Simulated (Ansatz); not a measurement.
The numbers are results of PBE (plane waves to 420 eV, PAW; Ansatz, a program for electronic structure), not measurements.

Planar average of the electrostatic potential across the slab, in eV from the Fermi level, for the (0001) surface of hcp Hf, one row in 3 of the top plane missing (bottom of the slab: a bare face, its two planes held):

(z (Å), V (eV)): (3.77, 4.35); (4.06, 4.35); (4.35, 4.34); (4.64, 4.33); (4.93, 4.31); (5.22, 4.26); (5.51, 4.17); (5.80, 4.00); (6.09, 3.69); (6.38, 3.11); (6.67, 2.07); (6.96, 0.24); (7.25, -3.03); (7.54, -8.20); (7.83, -12.40); (8.12, -13.75); (8.41, -12.87); (8.70, -9.34); (8.99, -4.03); (9.28, -0.81); (9.57, -0.70); (9.86, -3.71); (10.15, -8.97); (10.44, -12.62); (10.73, -13.55); (11.02, -12.23); (11.31, -8.07); (11.60, -2.99); (11.89, -0.54); (12.18, -0.99); (12.47, -4.45); (12.76, -9.68); (13.05, -12.86); (13.34, -13.43); (13.63, -11.78); (13.92, -7.35); (14.21, -2.58); (14.50, -0.70); (14.79, -1.79); (15.08, -5.89); (15.37, -10.74); (15.66, -13.18); (15.95, -13.18); (16.24, -10.76); (16.53, -5.90); (16.82, -1.80); (17.11, -0.73); (17.40, -2.69); (17.69, -7.41); (17.98, -11.73); (18.27, -13.36); (18.56, -12.71); (18.85, -9.45); (19.14, -4.43); (19.43, -1.20); (19.72, -0.95); (20.01, -3.36); (20.30, -6.36); (20.59, -7.82); (20.88, -7.82); (21.17, -6.19); (21.46, -2.91); (21.75, -0.06); (22.04, 1.53); (22.33, 2.44); (22.62, 2.95); (22.91, 3.23); (23.20, 3.39); (23.49, 3.47); (23.78, 3.52); (24.07, 3.54); (24.36, 3.56); (24.65, 3.57); (24.94, 3.57); (25.23, 3.57)

Slab: 17 atoms, 12.7 Å thick at the start; k 13x5x1, smearing 0.1 eV, dipole-corrected; 6 atoms held, the rest relaxed; held to the part of the start's symmetry that mesh and held atoms allow; no spin, no spin-orbit, no U. It is one candidate, not shown to be the stable structure of the face.

**Question.** The surface cell has an area of 26.69 Å². What dipole along the normal does the step between the two vacuum levels imply?

**Answer.** the top vacuum level lies 0.78 eV below the bottom one; p = −ε₀ A ΔV (ε₀ = 0.005526 e/(V·Å)) gives 0.12 e·Å a cell.
